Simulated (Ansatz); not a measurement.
Quick settings and what they miss: Tc (P6_3/mmc, 4 atoms in the cell)

Self-consistent single point.

```
CELL_PARAMETERS angstrom
      2.68540     0.00000     0.00000
     -1.34270     2.32562     0.00000
      0.00000     0.00000     8.59692
ATOMIC_POSITIONS crystal
  Tc 0.00000 0.00000 0.00000
  Tc 0.00000 0.00000 0.50000
  Tc 0.33333 0.66667 0.25000
  Tc 0.66667 0.33333 0.75000
```

Method of the run: PBE (plane waves, PAW; Ansatz, a quantum-chemistry and plane-wave program).

Base settings: basis.ecutwfc = 36.7 Ry; kpoints.mp_grid.grid = 10 10 3; hamiltonian.xc = pbe; hamiltonian.pseudopotentials = {kind: paw} (the program's default PAW files); scf.occupations.method = cold; scf.occupations.width = 0.02 Ry.

Tight run (finer mesh or higher cutoff; not a proven limit): basis.ecutwfc: 36.7 Ry → 51.4 Ry; kpoints.mp_grid.grid: 10 10 3 → 14 14 5; scf.convergence.dr2_threshold: default (1e-07 eV) → 1e-09 eV. It gave Fermi level (on the code's own zero) 24.21 eV; pressure 25.94 GPa.

Quick runs, as changes from the base:
- A: the base itself
- B: basis.ecutwfc: 36.7 Ry → 22 Ry; kpoints.mp_grid.grid: 10 10 3 → 6 6 6; scf.occupations.method: cold → gaussian; scf.occupations.width: 0.02 Ry → 0.0147 Ry; scf.convergence.dr2_threshold: default (1e-07 eV) → 0.0001 eV
- C: basis.ecutwfc: 36.7 Ry → 18.4 Ry; kpoints.mp_grid.grid: 10 10 3 → 8 8 8; scf.occupations.method: cold → methfessel_paxton
- D: kpoints.mp_grid.grid: 10 10 3 → 4 4 4; hamiltonian.xc: pbe → lda; scf.occupations.method: cold → methfessel_paxton; scf.occupations.width: 0.02 Ry → 0.01 Ry [LDA (PW92)]
- E: basis.ecutwfc: 36.7 Ry → 22 Ry; kpoints.mp_grid.grid: 10 10 3 → 3 3 3; hamiltonian.xc: pbe → lda [LDA (PW92)]

Energies are extrapolated to zero smearing width, which holds to low order in the width alone.

Dashes: energy of D, E, another energy zero.

† marks runs with another functional, U, potentials or spin treatment: their distance from the tight run is not a convergence error alone.

The count of work is k-points × plane waves × bands × iterations; it is no time. 

Pressures in the table are Ansatz's without its Pulay estimate, at a fixed set of plane waves; the tight run's value above holds the estimate.

The starting cell comes from a database of computed structures (which also holds hypothetical and non-ambient phases and stackings), without a prior relaxation at this level. Its lattice was rescaled by a random factor within 2.5 % of one. Spin polarisation is off. In the base run, with a pressure of about 26 GPa the cell is away from its equilibrium volume at this level. The cutoff lies below the one recommended for these files.

```csv
run,energy less tight (meV/atom),pressure less tight (GPa),count of work / tight
A,2.5,0.26,0.21
B,1386.4,-103.81,0.083
C,5898.7,-323.89,0.14
D†,–,-15.21,0.090
E†,–,-117.37,0.021
```

Among the runs at the tight run's level, the energy misses run from 2.5 to 5898.7 meV/atom.

Left out of this page: 1 run of the series unsound by tests on forces, stress, charge or solver warnings.

Keys are those of Ansatz 0.2.
